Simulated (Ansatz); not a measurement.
## CsBH4 (space group F-43m, No. 216; a cell from a computed database, its experimental status unchecked)

```
CsBH4
1.0
    0.00000     3.61231     3.61231
    3.61231     0.00000     3.61231
    3.61231     3.61231     0.00000
Cs B H
1 1 4
Direct
  0.00000   0.00000   0.00000
  0.50000   0.50000   0.50000
  0.40127   0.40127   0.79620
  0.40127   0.79620   0.40127
  0.79620   0.40127   0.40127
  0.40127   0.40127   0.40127
```

Computed with PBEsol/PAW in Ansatz (a quantum-chemistry and plane-wave program), spin-orbit coupling left out. Settings: 8×8×8 k-points, 0.05 eV Fermi–Dirac smearing.

```json
{
  "volume_per_atom": "15.71 Å³",
  "density": "2.60 g/cm³",
  "band_gap": "5.46 eV, indirect, W → X",
  "electron_mass": "2.7 mₑ along k, 0.49 mₑ across",
  "Lowest conduction-band minima above the VBM": "X along ⟨100⟩ 5.46 eV; Γ 6.04 eV",
  "total_energy": "-967.227 eV/atom (σ→0; compares only within this code and set-up)"
}
```

Effective masses come from finite differences of ±0.01 Å⁻¹. Along k means along the line from Γ to the band edge. No phonon test of stability was made.
